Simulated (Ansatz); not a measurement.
Levels about the gap of amorphous Al28O45Ga2 (75 atoms in a cell of 824 Å³, 3.25 g/cm³; zone centre alone, so wide bands show as single levels with stretches between that a denser mesh fills), at the geometry that PBE relaxed, where it gives 1.0 GPa on a denser mesh. Exact exchange is cut at the faces of this small cell, which leaves a finite-size error. The participation number counts the atoms over which a state spreads; weights are charges in smoothed Voronoi cells. The levels come from a single point, so bond lengths are those of that geometry. Method of the levels: HSE06, scalar-relativistic without spin-orbit coupling (Ansatz, a program for electronic structure). Sampling: the zone centre alone; Fermi-Dirac width 0.02 eV; no spin polarisation. At PBE the levels at the filled edge of the gap are localised (band-tail or defect states), and the nearest spread-out levels lie 3.7 eV apart at the zone centre.

A CHGNet melt-quench gave the starting glass, which DFT then relaxed. O atoms were pushed apart under 1.9 Å during the dynamics, to hinder bonds among them. The hot cell started wider than the set density and was brought back towards it in steps. It is the lowest in DFT energy of 2 quenches. It is a model cell: composition and starting density were chosen by hand, and all elements were melted together. No dispersion term was used. Its density started from a set value of 3.25 and ended at 3.25 g/cm³. The simulated quench (nominally 280 K/ps over its main leg) is rapid and tends to freeze in more defects than a deposited or slowly cooled glass has. Values belong to this one cell and scatter from quench to quench. The volume was held where the preparation left it, at a PBE pressure of 1.0 GPa. Stress components on the final sampling reach 3.2 GPa.

```tsv
E - E(highest filled), eV	filling	participation number	largest on	weight O	weight Al	weight Ga
-0.58	filled	19.8	O, 3 neighbours	0.95	0.05	0.00
-0.56	filled	17.7	O, 3 neighbours	0.95	0.05	0.00
-0.48	filled	18.6	O, 3 neighbours	0.95	0.04	0.00
-0.36	filled	15.2	O, 3 neighbours	0.95	0.04	0.00
-0.20	filled	13.0	O, 3 neighbours	0.95	0.04	0.00
-0.11	filled	9.5	O, 3 neighbours	0.95	0.04	0.01
0.00	filled	4.3	O, 3 neighbours	0.96	0.04	0.00
4.93	empty	58.6	Ga, 4 neighbours	0.58	0.35	0.07
6.56	empty	18.3	Ga, 4 neighbours	0.55	0.27	0.18
7.19	empty	29.4	Ga, 5 neighbours	0.58	0.31	0.12
7.33	empty	33.7	Al, 5 neighbours	0.55	0.41	0.04
7.45	empty	36.7	Al, 5 neighbours	0.54	0.38	0.08
7.71	empty	40.1	Al, 5 neighbours	0.61	0.35	0.03
7.89	empty	42.5	Al, 4 neighbours	0.57	0.36	0.07
```

Most localised among these is the filled level at +0.00 eV, on a O atom, which has 3 neighbours (Al 1.82 Å, Al 1.85 Å, Al 1.91 Å).
